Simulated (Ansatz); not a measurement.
The structure below was relaxed with Ansatz (a first-principles code) PBE, no SOC, at pressure 15 GPa.

Space group P6/mmm (No. 191); a = b = 2.985 Å, c = 3.152 Å, α = β = 90.00°, γ = 120.00°

```
atom  site  symmetry       x       y       z
----  ----  --------  ------  ------  ------
Ti      1a     6/mmm  0.0000  0.0000  0.0000
B       2d      -6m2  0.3333  0.6667  0.5000
```

Problem. Write out a cell with all atoms.

Solution. 
```cif
data_B2Ti
_chemical_formula_sum 'Ti1 B2'
_space_group_name_H-M_alt 'P 1'
_space_group_IT_number 1
_cell_length_a 2.98488
_cell_length_b 2.98488
_cell_length_c 3.15229
_cell_angle_alpha 90.000
_cell_angle_beta 90.000
_cell_angle_gamma 120.000
loop_
_space_group_symop_operation_xyz
  'x, y, z'
loop_
_atom_site_label
_atom_site_type_symbol
_atom_site_fract_x
_atom_site_fract_y
_atom_site_fract_z
_atom_site_occupancy
Ti1 Ti 0.00000 0.00000 0.00000 1
B1 B 0.66667 0.33333 0.50000 1
B2 B 0.33333 0.66667 0.50000 1
```
This is the conventional cell.

Load acts through the strain it causes; cell and atoms are relaxed under it. Whether these cells are dynamically stable was not tested. Competing high-pressure phases were not computed. All final runs are without spin polarisation. The cell was made from TiB2 (space group P6/mmm, No. 191) by this change: pressure 15 GPa.
